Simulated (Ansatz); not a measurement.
The parent structure is TiO₂ in the anatase structure (space group I4_1/amd, No. 141; a = 3.739 Å, c = 9.455 Å). Axes: x, y, z lie along a, b, c of the conventional cell.

Calculations: Ansatz (a quantum-chemistry and plane-wave program) LDA, scalar-relativistic without spin-orbit coupling.

Strains are applied to the cell and any free atomic positions relax.

One change was made to it. Results:

The energy stays essentially unchanged; the band gap increases by 0.02 eV (2.08 eV → 2.10 eV); the shortest interatomic distance rises by 0.002 Å, from 1.911 Å to 1.913 Å.

### Question
Which of these changes matches the shifts?
(A) uniaxial strain ε_zz = +3.00 %
(B) uniaxial strain ε_zz = +2.40 %
(C) uniaxial strain ε_zz = +0.60 %

### Answer
C, uniaxial strain ε_zz = +0.60 %. For comparison, the band gap in the other runs: uniaxial strain ε_zz = +3.00 % gives 2.18 eV; uniaxial strain ε_zz = +2.40 % gives 2.16 eV.

Whether these cells are dynamically stable was not tested. All final runs are without spin polarisation.
